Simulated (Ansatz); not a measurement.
The parent structure is Ge in the diamond structure (space group Fd-3m, No. 227; a = 5.6222 Å). Axes: x, y, z lie along the cube axes.

All numbers come from LDA/PAW in Ansatz (an electronic-structure program), spin-orbit coupling left out.

Strains are applied to the cell and any free atomic positions relax; under biaxial strain the out-of-plane vector relaxes too.

One change was made to it. Results:

```tsv
quantity	base	after
shortest interatomic distance	2.434 Å	2.414 Å
pressure (mean of the normal stresses, compression positive)	0.0 GPa	1.5 GPa
```

Problem. What was done to the base?
A) biaxial strain −1.25 %, plane normal [111], relaxed out of plane
B) biaxial strain +1.67 %, plane normal [111], relaxed out of plane
C) biaxial strain +0.83 %, plane normal [111], relaxed out of plane
D) biaxial strain −2.08 %, plane normal [111], relaxed out of plane

Solution. A, biaxial strain −1.25 %, plane normal [111], relaxed out of plane. For comparison, the pressure in the other runs: biaxial strain +0.83 %, plane normal [111], relaxed out of plane gives -0.9 GPa; biaxial strain −2.08 %, plane normal [111], relaxed out of plane gives 2.6 GPa; biaxial strain +1.67 %, plane normal [111], relaxed out of plane gives -1.7 GPa.

Stability against distortions was not tested.
